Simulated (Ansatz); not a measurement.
What a tighter setting buys: kpoints.mp_grid.grid, Hf2AsN (P6_3/mmc, 8 atoms in the cell)

Cell: a = 3.1379 Å, b = 3.1379 Å, c = 14.0657 Å, α = 90.00°, β = 90.00°, γ = 120.00°.

Method: PBE (plane waves, PAW; Ansatz, a program for electronic structure).

Base settings: basis.ecutwfc = 420 eV; kpoints.mp_grid.grid = 8 8 2; hamiltonian.xc = pbe; hamiltonian.pseudopotentials = {kind: paw} (the program's default PAW files); scf.occupations.method = cold; scf.occupations.width = 0.05 eV.

Misses are taken against the tightest run, 29 29 6, which need not be fully converged itself. The energy is the free energy per atom.

The count of work is k-points × plane waves × bands × iterations; it is no time, and leaves out set-up, grids and terms that scale otherwise. Core times come from one kind of shared machine and are given to one figure; runs under 30 s give none.

The starting cell was generated: these elements placed on a structure prototype, without a prior relaxation; it need not be a known phase or ordering of this composition. Its lattice was rescaled by a random factor within 2.5 % of one. In the base run, with a pressure of about 10 GPa the cell is away from its equilibrium volume at this level. In the base run, forces exceed 1 eV/Å. Ansatz's pressure includes its estimate of the finite-basis (Pulay) stress.

The runs (kpoints.mp_grid.grid): 1 1 1 | 2 2 1 (width narrowed by the program to 0.0346 eV) | 3 3 1 | 4 4 1 | 5 5 1 | 6 6 1 | 7 7 2 | 8 8 2 | 10 10 2 | 12 12 3 | 13 13 3 | 16 16 3 | 19 19 4 | 24 24 5 | 29 29 6.

Q: Which is the coarsest setting among those run that, with all tighter ones, holds the energy within 10 meV/atom of the reference, and what does it save?

A: 7 7 2, off by 8.8 meV/atom; it needs 0.042 of the reference's count of work. The coarser 5 5 1 also lies inside, but a setting between leaves the range again, so that is luck.

Q: Which is the coarsest setting among those run that, with all tighter ones, holds the energy within 2 meV/atom of the reference, and what does it save?

A: 16 16 3, off by 0.11 meV/atom; it needs 0.18 of the reference's count of work and about 0.3 of the reference's time.

Q: For at most 0.3 times the reference's count of work, which run misses the energy least?

A: 16 16 3, with a miss of 0.11 meV/atom at a count of 0.18.

Q: What does the step from 2 2 1 (width narrowed by the program to 0.0346 eV) to 6 6 1 buy?

A: It takes the miss in the energy from 180 to 18 meV/atom, for 3.5 times the count of work.

| kpoints.mp_grid.grid | energy less reference (meV/atom) | pressure less reference (GPa) | largest difference in the force on any atom (eV/Å) | count of work / reference | core time / reference (rough) |
|---|---|---|---|---|---|
| 1 1 1 | 3082.19 | 37.94 | 4.383 | 0.0059 | – |
| 2 2 1 (width narrowed by the program to 0.0346 eV) | 179.94 | 0.71 | 0.681 | 0.0059 | – |
| 3 3 1 | 149.67 | 1.88 | 0.450 | 0.0079 | – |
| 4 4 1 | 26.36 | 1.92 | 0.380 | 0.011 | – |
| 5 5 1 | -4.28 | -0.34 | 0.510 | 0.013 | – |
| 6 6 1 | -18.21 | -0.53 | 0.076 | 0.021 | – |
| 7 7 2 | -8.76 | -0.09 | 0.229 | 0.042 | – |
| 8 8 2 | -5.63 | -0.09 | 0.078 | 0.047 | – |
| 10 10 2 | -8.73 | -0.20 | 0.112 | 0.082 | – |
| 12 12 3 | -4.55 | -0.04 | 0.024 | 0.089 | – |
| 13 13 3 | -3.89 | 0.00 | 0.048 | 0.12 | – |
| 16 16 3 | 0.11 | 0.02 | 0.014 | 0.18 | 0.3 |
| 19 19 4 | 1.30 | -0.02 | 0.020 | 0.35 | 0.4 |
| 24 24 5 | 0.66 | 0.00 | 0.002 | 0.54 | 0.8 |
| 29 29 6 | 0.00 | 0.00 | 0.000 | 1.0 | 1 |

Keys are those of Ansatz 0.2.
